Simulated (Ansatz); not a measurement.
# Si (model structure, started from the C4 type, I4₁32, No. 214, 4 atoms in the cell): properties by level of theory

```tsv
level (code)	lattice parameter a (Å)	cohesive energy (eV/atom)
LDA (Ansatz)	6.351	4.17
PBE (Ansatz)	6.437	3.51
PBEsol (Ansatz)	6.394	3.83
r²SCAN+rVV10 (Ansatz)	…	…
```

Q: What belongs in the gaps?

A: 
- r²SCAN+rVV10 (Ansatz, an electronic-structure program), lattice parameter a (Å): 6.377
- r²SCAN+rVV10 (Ansatz), cohesive energy (eV/atom): 3.63

Ansatz's density-functional and Hartree–Fock values are scalar-relativistic unless marked +SOC, with PAW data made under PBE.

Free atoms are spin-polarised, in the lowest state found; at levels without +SOC their spin–orbit coupling is left out.

A model structure was made by putting elements into a prototype or built by hand; it is no filed structure, need not be a known phase, and can be a saddle point held by its symmetry.
